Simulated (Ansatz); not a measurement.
Start from ZnSe in the zinc blende structure (space group F-43m, No. 216; a = 5.666 Å). Axes: x, y, z lie along the cube axes.

The values are results of Ansatz (a program for electronic structure) r2SCAN, no SOC, earlier PAW set, not measurements.

Base values:

- Pressure = 0.00 GPa
- Valence-band top at Γ = 0.00, 0.00, 0.00 eV
- Band gap = 1.86 eV
- Volume per atom = 22.74 Å³

Perturbation: biaxial strain +0.85 %, plane normal [110], relaxed out of plane (Cartesian); in-plane vectors clamped, the third vector and the atoms free.

### Question
Estimate the effect on the pressure.

### Answer
The pressure (mean of the normal stresses, compression positive) goes from zero to -0.70 GPa.

### Question
What does the calculation give for the valence-band top at Γ after the change?

### Answer
The valence-band top at Γ (three highest levels, from the VBM) goes from 0.00, 0.00, 0.00 eV to 0.00, -0.07, -0.09 eV.

### Question
What happens to the band gap?

### Answer
The band gap shrinks by 0.10 eV (1.86 eV → 1.76 eV).

### Question
How does this affect the volume per atom?

### Answer
The volume per atom grows by 0.25 Å³ to 22.99 Å³.

A biaxial case was relaxed in a doubled cell and then solved in the primitive one. No phonon test of stability was made.
